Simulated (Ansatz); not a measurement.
**Several settings converged on Bi2PdPt (P3m1, 4 atoms in the cell)**

```
CELL_PARAMETERS angstrom
      4.30734     0.00000     0.00000
     -2.15367     3.73027     0.00000
      0.00000     0.00000     5.59778
ATOMIC_POSITIONS crystal
  Bi 0.33333 0.66667 0.25381
  Bi 0.66667 0.33333 0.75512
  Pd 0.00000 0.00000 0.50000
  Pt 0.00000 0.00000 0.00000
```

Base method: LDA (PW92), default PAW files made with PBE (plane waves; Ansatz, a program for electronic structure).

Base settings: basis.ecutwfc = 30.9 Ry; kpoints.mp_grid.grid = 7 7 4; hamiltonian.xc = lda; hamiltonian.pseudopotentials = {kind: paw} (the program's default PAW files); scf.occupations.method = fermi_dirac; scf.occupations.width = 0.0073 Ry.

The count of work is k-points × plane waves × bands × iterations; it is no time. Core times come from one kind of shared machine, to one figure; runs under 30 s give none.

**The cutoff for other potential files**

Level: DFT, LDA (PW92), plane waves, harder PAW files (source: ansatz) made with PBE.

In this ladder: hamiltonian.pseudopotentials = {kind: paw, source: ansatz}.

The second cell is the first with its lattice scaled by 0.98.

The mesh stays at the base's, so the ladder's end is converged at best in this setting alone.

The first pressure column holds Ansatz's estimate of the finite-basis (Pulay) stress, which hides part of the cutoff error; the other is without it.

Only quantities that move along the ladder and can be compared are tabulated.

| basis.ecutwfc | free energy less the last step's (meV/atom) | energy of the compressed cell less the first (meV/atom) | pressure (GPa) | pressure without the Pulay estimate (GPa) | largest difference of a force vector from the last step's (eV/Å) | count of work / last |
|---|---|---|---|---|---|---|
| 19.8 Ry | 10406.52 | -44.62 | -1.99 | -363.46 | 0.096 | 0.11 |
| 24.3 Ry | 1992.55 | -24.12 | -5.47 | -90.83 | 0.051 | 0.15 |
| 30.9 Ry | 142.82 | -0.41 | -3.61 | -12.47 | 0.002 | 0.21 |
| 37.5 Ry | 7.13 | 0.30 | -3.50 | -4.07 | 0.000 | 0.28 |
| 44.1 Ry | 1.47 | 0.35 | -3.49 | -3.51 | 0.000 | 0.36 |
| 52.9 Ry | 1.03 | 0.35 | -3.49 | -3.51 | 0.000 | 0.47 |
| 66.1 Ry | 0.49 | 0.35 | -3.49 | -3.51 | 0.000 | 0.66 |
| 88.2 Ry | 0.00 | 0.35 | -3.49 | -3.50 | 0.000 | 1.0 |

Coarsest basis.ecutwfc that holds the energy of the compressed cell less the first within 1 meV/atom of the last step, with all finer ones: 30.9 Ry, at 0.21 of the last step's count of work; the step before is off by 24 meV/atom.

Coarsest basis.ecutwfc that holds the forces within 0.005 eV/Å of the last step, with all finer ones: 30.9 Ry, at 0.21 of the last step's count of work; the step before is off by 0.051 eV/Å.

Coarsest basis.ecutwfc that holds the pressure within 1 GPa of the last step, with all finer ones: 30.9 Ry, at 0.21 of the last step's count of work; the step before is off by 2.0 GPa.

The energy difference between the two cells stays within 1 meV/atom of the last step's from 30.9 Ry on, the total only from 66.1 Ry on: much of the error is common to both cells and cancels.

At the lowest cutoff the pressure without the Pulay estimate lies 360 GPa under the last step's, the usual sign of Pulay stress in an incomplete plane-wave basis.

**The relaxed cell against the cutoff**

On Bi2PdPt (P-3m1, 4 atoms in the cell): atoms on their sites.

In this ladder: relax = cell and atoms.

The mesh stays at the base's, so the ladder's end is converged at best in this setting alone.

Only quantities that move along the ladder and can be compared are tabulated.

```tsv
basis.ecutwfc	relaxed volume (Å³/atom)	relaxation steps	core time / last (rough)
15.4 Ry	21.711	97	2
18.4 Ry	22.195	33	1.0
21.7 Ry	21.859	16	0.7
26.1 Ry	21.812	8	0.4
30.9 Ry	21.808	6	0.4
37.1 Ry	21.808	6	0.5
46.3 Ry	21.807	6	0.7
61.7 Ry	21.807	6	1
```

Coarsest basis.ecutwfc that holds the relaxed volume within 0.022 Å³/atom of the last step, with all finer ones: 26.1 Ry, at about 0.4 of the last step's time; the step before is off by 0.052 Å³/atom.

At the lowest cutoff the cell relaxes to a volume 0.4 % smaller than at the highest. Ansatz relaxes on a stress corrected for the finite basis.

On the base run: the starting cell comes from a database of computed structures (which also holds hypothetical and non-ambient phases and stackings), without a prior relaxation at this level. Its lattice was rescaled by up to half a per cent. One atom was moved a little off its site on purpose. Spin polarisation is off.

Keys are those of Ansatz 0.2.
